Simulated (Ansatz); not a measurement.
Results of PBEsol (Ansatz, a first-principles code, PAW) for Mg2NbN3 (C2/m, No. 12, 12 atoms in the cell; start mp-1247557).

Settings: plane-wave cutoff 520 eV, 8×8×8 k mesh, Fermi–Dirac smearing 0.01 eV, no spin polarisation, scalar-relativistic PAW data made under PBE.

Cell (relaxed at this level):

Mg$_{2}$NbN$_{3}$ is taken in the monoclinic space group C2/m (No. 12), Pearson symbol mS24. Conventional cell: a = 5.3404 Å, b = 9.2368 Å, c = 5.3324 Å, α = 90.00°, β = 109.64°, γ = 90.00°. Mg1 on 4h is coordinated by 6 N at 2.187–2.262 Å (octahedral). Mg2 on 2d sees 6 N at 2.156–2.256 Å (octahedral). Mg3 on 2a is coordinated by 6 N at 2.192–2.209 Å (octahedral). Nb on 4g has 6 N at 2.089–2.122 Å (octahedral). N1 on 8j is coordinated by 2 Nb at 2.089–2.103 Å and 4 Mg at 2.187–2.262 Å (octahedral). N2 on 4i is surrounded by 2 Nb at 2.122 Å and 4 Mg at 2.156–2.220 Å (octahedral). (Neighbours: up to the widest gap in distance over summed covalent radii, below 1.35, at either atom; cation-cation and far metal-metal contacts left out.)
(The calculation used a cell of 12 atoms; values per cell refer to that cell.)

Task: Estimate the band gap, smallest direct gap on the k points sampled and Γ–Γ gap that the calculation returns.

Result: 
* **band gap**: 0.82 eV
* **smallest direct gap on the k points sampled**: 1.18 eV
* **Γ–Γ gap**: 2.20 eV

Spin–orbit coupling is not included.

It cost very roughly 2.0 core-minutes of CPU time.

A start named mp-… is a Materials Project structure, which need not be a measured phase.
